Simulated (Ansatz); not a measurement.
An Ansatz (an electronic-structure program) run: CsSnI3 with a change (isotropic strain +2.40 %); Ansatz PBE, spin-orbit coupling left out.

Input:

Ansatz 0.2 input:
```yaml
crystal:
  lattice:
    - [6.4218246975, 0, 0]
    - [0, 6.4218246975, 0]
    - [0, 0, 6.4218246975]
  atoms:
    - { symbol: Cs, position: [0, 0, 0] }
    - { symbol: Sn, position: [0.5, 0.5, 0.5] }
    - { symbol: I, position: [0.5, 0, 0.5] }
    - { symbol: I, position: [0, 0.5, 0.5] }
    - { symbol: I, position: [0.5, 0.5, 0] }
basis: { ecutwfc: 420, ecutrho_ratio: 4, xc_grid: 2, fft_grid_basis: typed }
kpoints: { mp_grid: { grid: [6, 6, 6] } }
hamiltonian:
  xc: pbe
  dispersion: none
  pseudopotentials: { kind: paw }
scf: { occupations: { method: fermi_dirac, width: 0.05 }, convergence: { dr2_threshold: 0.0000000005 } }
relax: { f_tol: 0.005, max_steps: 50 }
output: { forces: true, stress: true }
checkpoint: { write: state.ck, write_every: 1000 }
```

Output (explanatory and most iteration lines left out):

```
Relaxation: its limit of steps is 50 (relax.max_steps)
Pseudopotential: Cs, paw, valence charge 9
Pseudopotential: Sn, paw, valence charge 14
Pseudopotential: I, paw, valence charge 17
Crystal: 5 atoms, lattice volume = 264.835 Å³
Basis set: ecut = 420 eV, 5185 PW (Γ), exchange–correlation on 90×90×90 points (8 copies of the dense FFT grid, shifted against one another)
Bands: 45, of which v1, the nominal top of the filled ones, is band 37 counted from 1 (36 counted from 0)
Symmetry: 48 space group operations
Space group: Pm-3m (ITA 221), of the structure as read, at distance tolerance 6.4e-5 Å
k-points: 20 of 216
Functional: x = pbe(κ = 0.804, μ = 0.2195149727645171), c = pbe(β = 0.06672455060314922)
SCF iter   1: F=—  HF=-34238.436336 eV  |F-HF|=—  |Δ(HF+E_count)|=         —  Δρ=6.08e-4  dr2=1.95e-3  ethr=1.77e-3  ⟨swp⟩=10.2  Hψ=4283  notcnv=0  defer=10
SCF iter   2: F=—  HF=-34238.435292 eV  |F-HF|=—  |Δ(HF+E_count)|=   1.04e-3  Δρ=4.28e-4  dr2=8.25e-4  ethr=2.63e-6  ⟨swp⟩=2.9  Hψ=1943  notcnv=0  defer=28
SCF 1 converged in 8 iterations: F = -34238.435610 eV  dr2 = 1.20e-10
relax step   1: F+E_penalty+E_count = -34238.43560982 eV  Δ(F+E_penalty+E_count) = +0.000e0 eV  max|allowed force component| = 3.610e-29 eV/Å  Δτ_max = 0.0000 Å  (8 SCF iters, accepted)
SCF converged after 8 iterations
Free energy (F): -34238.435610 eV
Internal energy: -34238.435598 eV  (E = F + TS)
E sigma→0 (E₀):  -34238.435604 eV
Entropy (-TS):   -0.000012 eV (-0.002 meV/atom)
Fermi energy:    4.181424 eV
--- Forces (eV/Å), atoms counted from 1 ---
  atom   1  Cs    -0.00000000     0.00000000    -0.00000000
  atom   2  Sn     0.00000000     0.00000000     0.00000000
  atom   3  I      0.00000000    -0.00000000    -0.00000000
  atom   4  I      0.00000000     0.00000000     0.00000000
  atom   5  I      0.00000000    -0.00000000    -0.00000000
--- Stress (GPa, compression-positive) ---
       -0.854976       0.000000       0.000000
        0.000000      -0.854976       0.000000
        0.000000       0.000000      -0.854976
  P = ⅓ Tr σ = -0.8550 GPa (-8.550 kbar)
--- Relaxed structure (1 steps of the walk, 1 accepted, 0 SCFs on fresh bases) ---
  atoms:
    - { symbol: Cs, position: [0.0, 0.0, 0.0] }
    - { symbol: Sn, position: [0.5, 0.5, 0.5] }
    - { symbol: I, position: [0.5, 0.0, 0.5] }
    - { symbol: I, position: [0.0, 0.5, 0.5] }
    - { symbol: I, position: [0.5, 0.5, 0.0] }
```

With I present, leaving out spin-orbit coupling can change the band edges. Stability against distortions was not tested. The cell was made from CsSnI3 in the cubic perovskite structure (space group Pm-3m, No. 221) by this change: isotropic strain +2.40 %. Many cubic perovskites are stable only at high temperature; tilts and polar distortions were not tested.
